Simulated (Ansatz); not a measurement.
Start from Ba in the bcc (W type) structure (space group Im-3m, No. 229; a = 4.882 Å; relaxed with 0.1 eV smearing).

Computed with DFT with PBEsol, PAW potentials and a 420 eV plane-wave cutoff in Ansatz (a first-principles code), without spin-orbit coupling.

Strains are applied to the cell and any free atomic positions relax.

One change was made to it. Results:

| quantity | base | after |
|---|---|---|
| energy relative to the base (free energy F) | 0 meV/atom | +1.4 meV/atom |
| pressure | 0.0 GPa | -0.3 GPa |

Problem. What was done to the base?
A. isotropic strain +1.00 %
B. isotropic strain +1.50 %
C. isotropic strain +2.50 %

Solution. A, isotropic strain +1.00 %. For comparison, the energy relative to the base in the other runs: isotropic strain +2.50 % gives +8.7 meV/atom; isotropic strain +1.50 % gives +3.1 meV/atom.

No phonon test of stability was made.
